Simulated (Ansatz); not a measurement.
## Variants of one calculation on TlPO3 (P2_1/c, 20 atoms in the cell)

```
TlPO3
1.0
    6.28058     0.00000     0.00000
    0.00000     4.22750     0.00000
   -4.85309     0.00000    12.10235
Tl P O
4 4 12
Direct
  0.68373   0.14776   0.91094
  0.31627   0.64776   0.58906
  0.31627   0.85224   0.08906
  0.68373   0.35224   0.41094
  0.14018   0.49440   0.81778
  0.85982   0.99440   0.68222
  0.85982   0.50560   0.18222
  0.14018   0.00560   0.31778
  0.93670   0.74470   0.78160
  0.06330   0.24470   0.71840
  0.06330   0.25530   0.21840
  0.93670   0.75530   0.28160
  0.13660   0.34660   0.91860
  0.86340   0.84660   0.58140
  0.86340   0.65340   0.08140
  0.13660   0.15340   0.41860
  0.35350   0.64040   0.81420
  0.64650   0.14040   0.68580
  0.64650   0.35960   0.18580
  0.35350   0.85960   0.31420
```

Base run A: r2SCAN, default PAW files made with PBE run with Ansatz (a program for electronic structure), self-consistent single point.

Its settings: kpoints.mp_grid.grid = 3 4 2; hamiltonian.xc = r2scan; hamiltonian.pseudopotentials = {kind: paw} (the program's default PAW files); scf.occupations.method = methfessel_paxton; scf.occupations.width = 0.05 eV.

The starting cell comes from a database of published, mostly measured structures (it also holds non-ambient and calculated ones), without a prior relaxation at this level. Its lattice was rescaled by a random factor within 2.5 % of one. Spin-orbit coupling is off. In the base run, with a pressure of about 3 GPa the cell is away from its equilibrium volume at this level. In the base run, forces exceed 1 eV/Å. Ansatz's pressure includes its estimate of the finite-basis (Pulay) stress.

ΔF is the free energy per atom less that of run A. A dash stands where there is no value to compare (another energy zero or no entropy term, no result, no spin, no clean gap, or a mesh too coarse for one). Total energies depend on the potentials, the functional and any Hubbard or dispersion term, so they are compared only between runs that share all of them.

Runs:
- B: hamiltonian.xc: r2scan → lda; magnetization.noncollinear: default → true; magnetization.spin_orbit: default → true [LDA (PW92) with spin-orbit coupling]
- C: scf.convergence.dr2_threshold: default (1e-07 eV) → 0.001 eV
- D: kpoints.mp_grid.grid: 3 4 2 → 2 3 1
- E: basis.precision: default → f64
- F: scf.mixing.preconditioner: default (the program chose Resta) → ldos
- G: scf.mixing.algorithm: default (the program chose MSR1) → anderson; scf.mixing.ndim: default → 20

```tsv
run	ΔF (meV/atom)	pressure (GPa)	largest force (eV/Å)	gap on the mesh (eV)	k-points
A	0.00	3.46	1.519	4.360	12
B	–	0.72	1.623	3.591	12
C	0.01	3.47	1.526	4.357	12
D	0.51	3.48	1.514	4.370	4
E	0.00	3.46	1.519	4.360	12
F	0.00	3.46	1.519	4.360	12
G	0.00	3.46	1.519	4.360	12
```

Run B against A: The pressure goes from 3.46 to 0.72 GPa, the largest force goes from 1.519 to 1.623 eV/Å and the gap on the mesh goes from 4.360 to 3.591 eV.

Run D against A: The free energy hardly moves (within 1 meV/atom), the pressure hardly changes (3.46 to 3.48 GPa), the largest force moves little (1.519 to 1.514 eV/Å) and the gap on the mesh goes from 4.360 to 4.370 eV.

Keys are those of Ansatz 0.2.
